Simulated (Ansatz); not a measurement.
```xyz
2
Lattice="11.0000 0.0000 0.0000 0.0000 11.0000 0.0000 0.0000 0.0000 3.7011" Properties=species:S:1:pos:R:3 pbc="T T T"
Be     5.5000     5.5000     0.0000
S      5.5000     5.5000     1.8505
```

Level of theory: PBE (plane waves to 420 eV, PAW; Ansatz, a quantum-chemistry and plane-wave program). Mesh 1×1×74. No spin polarisation. It repeats along c; a and b span vacuum. A hypothetical model. Only distortions within the start's symmetry and period were free. Pairing along the axis, which can open a gap, is among the distortions not tried.

Tabulate the two highest filled and two lowest empty levels along the axis, from the valence top.


```
k (2π/c)  v2 (eV)  v1 (eV)  c1 (eV)  c2 (eV)
--------  -------  -------  -------  -------
0.000       -1.13    -1.13     4.53        –
0.042       -1.11    -1.11     4.57        –
0.083       -1.07    -1.07     4.69        –
0.125       -1.01    -1.01     4.89        –
0.167       -0.92    -0.92     5.15        –
0.208       -0.80    -0.80     5.46        –
0.250       -0.67    -0.67        –        –
0.292       -0.53    -0.53     5.20     5.20
0.333       -0.38    -0.38     4.77     4.77
0.375       -0.23    -0.23     4.41     4.41
0.417       -0.11    -0.11     4.13     4.13
0.458       -0.03    -0.03     3.95     3.95
0.500        0.00     0.00     3.89     3.89
```
A dash stands for levels within 1 eV of the vacuum level or above it.
